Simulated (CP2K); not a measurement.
Band structure of Hf₂Ga₃Ni (Cm, 6 atoms in the cell).

```xyz
6
Lattice="5.2961 0.0000 0.0000 3.6664 3.8219 0.0000 -3.8702 -1.6504 4.8795" Properties=species:S:1:pos:R:3 pbc="T T T"
Hf     3.7346     1.5925     1.3742
Hf     1.3708     0.5846     3.4278
Ga     6.3867     2.7235     1.5989
Ga     4.0331     1.7198     4.2105
Ga     1.0354     0.4415     0.5106
Ni    -1.2836    -0.5474     3.5164
```

Computed with LDA (Pade form), GPW, DZVP-MOLOPT-SR-GTH basis, GTH-PADE potentials (GTH_POTENTIALS) (CP2K).

Settings: CUTOFF = 600 Ry; REL_CUTOFF = 50 Ry; SMEAR/METHOD = GAUSSIAN; SIGMA = 0.1 eV; KPOINTS/SCHEME = MACDONALD 4 4 3 0.125 0.125 0; XC_FUNCTIONAL = PADE; Hf/BASIS_SET = DZVP-MOLOPT-SR-GTH-q12; Hf/POTENTIAL = GTH-PADE-q12; Ga/BASIS_SET = DZVP-MOLOPT-SR-GTH-q13; Ga/POTENTIAL = GTH-PADE-q13; Ni/BASIS_SET = DZVP-MOLOPT-SR-GTH-q18; Ni/POTENTIAL = GTH-PADE-q18; METHOD = GPW; EPS_DEFAULT = 1e-11.

The starting cell comes from a database of computed structures (which also holds hypothetical and non-ambient phases and stackings), without a prior relaxation at this level. Spin-orbit coupling is off. Spin polarisation is off. Values carry the incompleteness of an atom-centred basis.

Levels in eV from the Fermi level, bands 38 to 43:
| point | 38 | 39 | 40 | 41 | 42 | 43 |
|---|---|---|---|---|---|---|
| X | -1.26 | -0.56 | -0.35 | -0.10 | 0.97 | 1.30 |
| Γ | -1.26 | -1.13 | -0.97 | -0.58 | 0.73 | 1.95 |

Bands cross the Fermi level along this path, so the cell is metallic at this level.

Higher empty bands are left out: an atom-centred basis made for the valence describes them poorly.
